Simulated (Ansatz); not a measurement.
We consider TiO2 (P4₂/mnm, No. 136, 12 atoms in the cell; start mp-1041565), described by LDA (Ansatz, a quantum-chemistry and plane-wave program, PAW).

Numerical settings: plane-wave cutoff 520 eV, 8×8×8 k mesh, Fermi–Dirac smearing 0.01 eV, no spin polarisation, scalar-relativistic PAW data made under PBE.

Cell (relaxed at this level):

```cif
data_O8Ti4
_chemical_formula_sum 'Ti4 O8'
_space_group_name_H-M_alt 'P 1'
_space_group_IT_number 1
_cell_length_a 5.40333
_cell_length_b 5.40333
_cell_length_c 5.40333
_cell_angle_alpha 114.649
_cell_angle_beta 106.946
_cell_angle_gamma 106.946
loop_
_space_group_symop_operation_xyz
  'x, y, z'
loop_
_atom_site_label
_atom_site_type_symbol
_atom_site_fract_x
_atom_site_fract_y
_atom_site_fract_z
_atom_site_occupancy
Ti1 Ti 0.50000 0.75000 0.75000 1
Ti2 Ti 0.50000 0.25000 0.25000 1
Ti3 Ti 0.00000 0.00000 0.50000 1
Ti4 Ti 0.00000 0.50000 0.00000 1
O1 O 0.30396 0.30397 0.50000 1
O2 O 0.69604 0.69603 0.50000 1
O3 O 0.30396 0.80396 0.00000 1
O4 O 0.69604 0.19604 0.00000 1
O5 O 0.19603 0.25000 0.94604 1
O6 O 0.80397 0.75000 0.05396 1
O7 O 0.80396 0.25000 0.55396 1
O8 O 0.19604 0.75000 0.44604 1
```

Q: Estimate the band gap that the calculation returns.

A: 
- band gap: 1.86 eV (on the SCF k mesh)

Note: the relaxation could not lower the start's symmetry, so the cell can be a saddle point above a distorted one.

A start named mp-… is a Materials Project structure, which need not be a measured phase.
